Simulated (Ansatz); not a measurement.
# What biaxial strain −1.00 %, plane normal [001], relaxed out of plane does to ZnSe

Take ZnSe in the zinc blende structure (space group F-43m, No. 216; a = 5.5675 Å) as the base. Axes: x, y, z lie along the cube axes.

The change: biaxial strain −1.00 %, plane normal [001], relaxed out of plane (Cartesian); in-plane vectors clamped, the third vector and the atoms free.

Method: LDA (Ansatz, a quantum-chemistry and plane-wave program), without spin-orbit coupling. k-mesh 10×10×10 (Γ-centred); smearing 0.05 eV (Fermi–Dirac).

```csv
quantity,base,changed,shift
volume per atom,21.57 Å³,21.39 Å³,-0.18 Å³
space group,F-43m (No. 216),I-4m2 (No. 119),–
energy relative to the base (free energy F),0 meV/atom,+1.2 meV/atom,+1.2 meV/atom
"pressure (mean of the normal stresses, compression positive)",0.00 GPa,0.59 GPa,+0.59 GPa
band gap,1.25 eV,1.25 eV,0.00 eV
gap character,direct at Γ,direct at Γ,–
electron mass,0.090 mₑ (at Γ),0.091 mₑ (at Γ),–
"valence-band top at Γ (three highest levels, from the VBM)","0.00, 0.00, 0.00 eV","0.00, 0.00, -0.09 eV",–
"valley order (the lowest conduction-band minima on the path, energy above the VBM, named in the base's zone)",Γ 1.25 eV; L along ⟨111⟩ 2.45 eV; X along ⟨100⟩ 2.69 eV,Γ 1.25 eV; L along [111] 2.43 eV; X along [010] 2.61 eV; X along [001] 2.72 eV,–
out-of-plane strain,–,+1.19 %,–
ratio −ε⊥/ε∥,–,1.19,–
mean in-plane stress (compression positive),–,+0.9 GPa,–
```

Effective masses come from finite differences of ±0.01 Å⁻¹. Stability against distortions was not tested. Labels are those of the standard path for the cell's own space group.
